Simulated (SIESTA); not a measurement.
Band structure of SnSe (Pnma, 8 atoms in the cell).

```yaml
crystal:
  lattice:
    - [11.59564, 0.00000, 0.00000]
    - [0.00000, 4.10191, 0.00000]
    - [0.00000, 0.00000, 4.67317]
  atoms:
    - { symbol: Sn, position: [0.61879, 0.75000, 0.37655] }
    - { symbol: Sn, position: [0.38121, 0.25000, 0.62345] }
    - { symbol: Sn, position: [0.88121, 0.25000, 0.87655] }
    - { symbol: Sn, position: [0.11879, 0.75000, 0.12345] }
    - { symbol: Se, position: [0.14855, 0.25000, 0.50918] }
    - { symbol: Se, position: [0.85145, 0.75000, 0.49082] }
    - { symbol: Se, position: [0.35145, 0.75000, 0.00918] }
    - { symbol: Se, position: [0.64855, 0.25000, 0.99082] }
```

Level of theory: GGA PBE, numerical atomic orbitals DZP, PseudoDojo PBE standard norm-conserving potentials (rewritten from UPF to PSML) run with SIESTA.

Settings: XC.functional = GGA; XC.authors = PBE; potentials = PseudoDojo PBE standard; PAO.BasisSize = DZP; PAO.EnergyShift = 0.01 Ry; MeshCutoff = 300 Ry; kgrid.MonkhorstPack = 1 3 3; OccupationFunction = FD; ElectronicTemperature = 10 K; MaxSCFIterations = 150; SCF.Mixer.Method = Pulay; SCF.Mixer.Weight = 0.2; SCF.Mixer.History = 8; SCF.DM.Tolerance = 1.0E-04.

The starting cell comes from a database of computed structures (which also holds hypothetical and non-ambient phases and stackings), without a prior relaxation at this level. Its lattice was rescaled by a random factor within 2.5 % of one. Values carry the incompleteness of an atom-centred basis.

Problem. Predict the gap along the standard path and the places of the band edges.

Solution. The gap along the path is 0.74 eV, from a point between Y and Γ to a point between Γ and X; the smallest direct gap on it is 1.01 eV.

Levels in eV from the top of the valence band on the path, bands 57 to 61:
| point | 57 | 58 | 59 | 60 | 61 |
|---|---|---|---|---|---|
| Γ | -1.41 | -0.85 | -0.64 | -0.15 | 1.07 |
| X | -1.10 | -1.10 | -0.92 | -0.92 | 1.28 |
| S | -2.02 | -2.02 | -1.17 | -1.17 | 2.81 |
| Y | -0.88 | -0.88 | -0.14 | -0.14 | 1.47 |
| Z | -1.64 | -1.64 | -0.35 | -0.35 | 2.58 |
| U | -1.20 | -1.20 | -1.20 | -1.20 | 1.55 |
| R | -1.31 | -1.31 | -1.31 | -1.31 | 2.64 |
| T | -0.55 | -0.55 | -0.18 | -0.18 | 1.49 |

Higher empty bands are left out: an atom-centred basis made for the valence describes them poorly.
